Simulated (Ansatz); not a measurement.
Response to strain in SnO

Start from SnO (space group P4/nmm, No. 129; a = 3.769 Å, c = 4.557 Å; layered, stacked along the Cartesian z axis; relaxed with 0.1 eV smearing). Axes: x, y, z lie along a, b, c of the conventional cell.

Strains are applied to the cell and any free atomic positions relax.

All numbers come from PBEsol-D3(BJ), PAW, 420 eV (Ansatz, an electronic-structure program; no spin-orbit coupling).

Notes on the quantities. pressure: mean of the normal stresses, compression positive.

```tsv
case	pressure	largest internal atomic displacement	shortest interatomic distance
base	0.0 GPa	–	2.211 Å
uniaxial strain ε_xx = +0.60 %	-0.4 GPa	–	2.212 Å
uniaxial strain ε_xx = +1.20 %	-0.8 GPa	0.010 Å	2.213 Å
uniaxial strain ε_xx = +1.80 %	-1.2 GPa	0.016 Å	2.213 Å
uniaxial strain ε_xx = +2.40 %	-1.6 GPa	0.021 Å	2.214 Å
uniaxial strain ε_xx = +3.00 %	-2.0 GPa	0.026 Å	2.215 Å
```

Stability against distortions was not tested. All final runs are without spin polarisation.
